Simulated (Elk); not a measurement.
Band structure of CrFe3 (Pm-3m, 4 atoms in the cell).

```
CELL_PARAMETERS angstrom
      3.47885     0.00000     0.00000
      0.00000     3.47885     0.00000
      0.00000     0.00000     3.47885
ATOMIC_POSITIONS crystal
  Cr 0.00000 0.00000 0.00000
  Fe 0.00000 0.50000 0.50000
  Fe 0.50000 0.00000 0.50000
  Fe 0.50000 0.50000 0.00000
```
Moments meant for the start (each program seeds them in its own way; μB, in the order of the atoms Cr Fe Fe Fe): 3.0 4.0 4.0 4.0.

Computed with LDA (PW92), all-electron FP-LAPW, Elk's shipped species files, default APW+lo basis (Elk).

Settings: spinpol = true; swidth = 0.00367493 Ha; ngridk = 9 9 9; reducebf = 0.7; rmtscf = 0.91; nempty = 10 per atom; maxscl = 100; bfcmt = [[0.0, 0.0, -3.0], [0.0, 0.0, -4.0], [0.0, 0.0, -4.0], [0.0, 0.0, -4.0]].

The starting cell comes from a database of computed structures (which also holds hypothetical and non-ambient phases and stackings), without a prior relaxation at this level. Its lattice was rescaled by a random factor within 2.5 % of one. The moments shrank to a small part of their start, a low-spin state that need not be the lowest. Values depend on the basis (sphere radii, cutoffs, local orbitals), which need not be converged.

Levels in eV from the Fermi level, bands 29 to 36 of the first spin channel:
| point | 29 | 30 | 31 | 32 | 33 | 34 | 35 | 36 |
|---|---|---|---|---|---|---|---|---|
| Γ | 0.54 | 0.97 | 0.97 | 0.97 | 1.59 | 1.59 | 2.23 | 2.23 |
| X | -0.70 | -0.70 | -0.61 | 0.01 | 0.23 | 0.23 | 0.79 | 0.99 |
| M | -1.13 | -1.13 | -1.12 | -0.43 | -0.36 | 0.53 | 0.65 | 0.65 |
| R | 0.03 | 0.40 | 0.40 | 0.40 | 0.65 | 0.65 | 0.65 | 1.57 |

Bands cross the Fermi level along this path, so the cell is metallic at this level.

The net moment of the cell came out as 1.52 μB.
